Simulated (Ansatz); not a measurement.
BN (model structure, within 0.1 Å of P6/mmm, No. 191, 6 atoms in the cell) was calculated with r²SCAN+rVV10 (plane waves, PAW; Ansatz, a program for electronic structure).

Numerical settings: plane-wave cutoff 560 eV, 12×12×6 k mesh (along the axes of the cell as run), Fermi–Dirac smearing 0.01 eV, scalar-relativistic PAW data made under PBE.

Computed at the level's own relaxed cell.

```xyz
6
Lattice="3.7091 0.0000 0.0000 -1.8546 3.2122 0.0000 0.0000 0.0000 7.8192" Properties=species:S:1:pos:R:3 pbc="T T T"
B      0.0004     0.0006     3.9096
B      3.7084     0.0000     6.5160
B     -1.8542     3.2116     1.3032
N      1.8538     3.2109     0.0000
N      0.0016     0.0000     2.6064
N     -0.0008     0.0013     5.2128
```

Task: List the 15 lowest band energies at Γ above −25 eV (eV, relative to the valence band maximum), grouping those that round alike.

Result: At Γ: -16.67, -16.18 (×2), -8.71 (×2), -7.43, -3.23 (×2), -1.24 (×4), 4.25, 6.88 (×2).

A model structure was made by putting elements into a prototype or built by hand; it is no filed structure, need not be a known phase, and can be a saddle point held by its symmetry.
